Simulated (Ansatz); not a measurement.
Defect migration in fcc Cu: Cu vacancy, neutral cell. Method: PBE, PAW (plane waves to 420 eV; Ansatz, an electronic-structure program).

Settings: 32 host sites, the relaxed PBE lattice, a 2×2×2 k-point mesh shifted by half a step, smearing 0.10 eV, spin-restricted, no image-charge correction. Energies are static. Forms of the defect that were not tried may lie lower.

Barriers: single points on a 4×4×4 k-point mesh shifted by half a step at the bands' geometries (they differ from the bands' own by up to 0.15 eV, and are uncertain by about as much).

The step: a nearby Cu atom hops onto the vacant site. Atoms about the jump, Cartesian Å from the middle of the jump, before and after:

| atom | x0 | y0 | z0 | x1 | y1 | z1 |
|---|---|---|---|---|---|---|
| Cu1 | 0.00 | -0.89 | 0.89 | 0.00 | 0.89 | -0.89 |
| Cu2 | -1.80 | 0.91 | 0.89 | -1.80 | 0.89 | 0.91 |
| Cu3 | 1.80 | 0.91 | 0.89 | 1.80 | 0.89 | 0.91 |
| Cu4 | 1.80 | -0.89 | -0.91 | 1.80 | -0.91 | -0.89 |
| Cu5 | -1.80 | -0.89 | -0.91 | -1.80 | -0.91 | -0.89 |
| Cu6 | 0.00 | -0.89 | -2.72 | 0.00 | -0.91 | -2.72 |
| Cu7 | 0.00 | -2.72 | -0.91 | 0.00 | -2.71 | -0.89 |
| Cu8 | 0.00 | 2.71 | 0.89 | 0.00 | 2.72 | 0.91 |
| Cu9 | 0.00 | 0.91 | 2.72 | 0.00 | 0.89 | 2.71 |
| Cu10 | 1.80 | 0.91 | -2.72 | 1.81 | 0.90 | -2.72 |
| Cu11 | -1.80 | 2.71 | -0.91 | -1.81 | 2.72 | -0.90 |
| Cu12 | 1.80 | 2.71 | -0.91 | 1.81 | 2.72 | -0.90 |
| Cu13 | -1.80 | 0.91 | -2.71 | -1.81 | 0.90 | -2.72 |
| Cu14 | -1.81 | -2.72 | 0.89 | -1.80 | -2.71 | 0.91 |
| Cu15 | 1.81 | -2.72 | 0.89 | 1.80 | -2.71 | 0.91 |
| Cu16 | -1.81 | -0.90 | 2.72 | -1.80 | -0.91 | 2.71 |
| Cu17 | 1.81 | -0.90 | 2.72 | 1.80 | -0.91 | 2.71 |

Where do these atoms stand at the saddle point, and how high is it?


| atom | x | y | z |
|---|---|---|---|
| Cu1 | 0.00 | 0.00 | -0.01 |
| Cu2 | -1.95 | 0.95 | 0.94 |
| Cu3 | 1.96 | 0.95 | 0.94 |
| Cu4 | 1.96 | -0.95 | -0.96 |
| Cu5 | -1.95 | -0.95 | -0.96 |
| Cu6 | 0.00 | -0.86 | -2.66 |
| Cu7 | 0.00 | -2.65 | -0.87 |
| Cu8 | 0.00 | 2.65 | 0.85 |
| Cu9 | 0.00 | 0.86 | 2.63 |
| Cu10 | 1.77 | 0.91 | -2.72 |
| Cu11 | -1.77 | 2.71 | -0.92 |
| Cu12 | 1.77 | 2.71 | -0.92 |
| Cu13 | -1.77 | 0.91 | -2.72 |
| Cu14 | -1.77 | -2.71 | 0.89 |
| Cu15 | 1.77 | -2.71 | 0.89 |
| Cu16 | -1.77 | -0.91 | 2.70 |
| Cu17 | 1.77 | -0.91 | 2.70 |
It lies 0.75 eV above the start and 0.75 eV above the end. The saddle point's order was not checked, and it lies on a symmetry element of the cell, where a band can be held.
